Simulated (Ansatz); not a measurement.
Consider Ta in the bcc (W type) structure (space group Im-3m, No. 229).

```
CELL_PARAMETERS angstrom
     -1.65242     1.65242     1.65242
      1.65242    -1.65242     1.65242
      1.65242     1.65242    -1.65242
ATOMIC_POSITIONS crystal
  Ta 0.00000 0.00000 0.00000
```

Cartesian axes are those of the cell as printed.

Computed with r2SCAN/PAW in Ansatz (a program for electronic structure), without spin-orbit coupling.

Strains are applied to the cell and any free atomic positions relax; under biaxial strain the out-of-plane vector relaxes too.

One change was made to it. Results:

The pressure (mean of the normal stresses, compression positive) goes from zero to 2.3 GPa; the volume per atom falls by 0.19 Å³, from 18.05 Å³ to 17.86 Å³.

Question: Name the change that was made.
A) uniaxial strain ε_zz = +2.77 %
B) uniaxial strain ε_yy = −2.79 %
C) biaxial strain −0.25 %, plane normal [111], relaxed out of plane
D) biaxial strain −1.24 %, plane normal [001], relaxed out of plane
E) strain tensor (xx, yy, zz, yz, xz, xy) = (+1.33, +0.40, −0.26, +0.06, +0.35, +0.63) %

Answer: D, biaxial strain −1.24 %, plane normal [001], relaxed out of plane. For comparison, the pressure in the other runs: biaxial strain −0.25 %, plane normal [111], relaxed out of plane gives 0.5 GPa; strain tensor (xx, yy, zz, yz, xz, xy) = (+1.33, +0.40, −0.26, +0.06, +0.35, +0.63) % gives -2.8 GPa; uniaxial strain ε_yy = −2.79 % gives 6.2 GPa; uniaxial strain ε_zz = +2.77 % gives -5.2 GPa.

Without a gap, meshes like the base's 20×20×20 leave anisotropic stresses uncertain by several tenths of a GPa, and small strain energies with them. Whether these cells are dynamically stable was not tested. All final runs are without spin polarisation.
